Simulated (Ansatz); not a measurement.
The parent structure is BeSe in the zinc blende structure (space group F-43m, No. 216; a = 5.1289 Å).

Levels (all Ansatz, a quantum-chemistry and plane-wave program, PAW): PBEsol (420 eV, no SOC); HSE06 (420 eV, scalar-relativistic without spin-orbit coupling).

Its gap is 2.47 eV with PBEsol and 3.45 eV with HSE06.

The change: S replaces 33.3 % of the Se, ordered in a cell of 6 atoms (starting symmetry P3m1) and fully relaxed.

With PBEsol the gap becomes 2.39 eV.

**Question.** If the HSE06 correction stayed the same, what would the HSE06 gap be, and what does the HSE06 run give?

**Answer.** A rigid correction of +0.98 eV gives 3.37 eV. The HSE06 run gives 3.39 eV, so the two effects roughly add.

Single points use the geometry relaxed with PBEsol. HSE06 gaps are upper bounds (no full band path). Each cell is one ordered arrangement of few atoms, which overstates ordering effects compared with a random alloy. Stability against distortions was not tested.
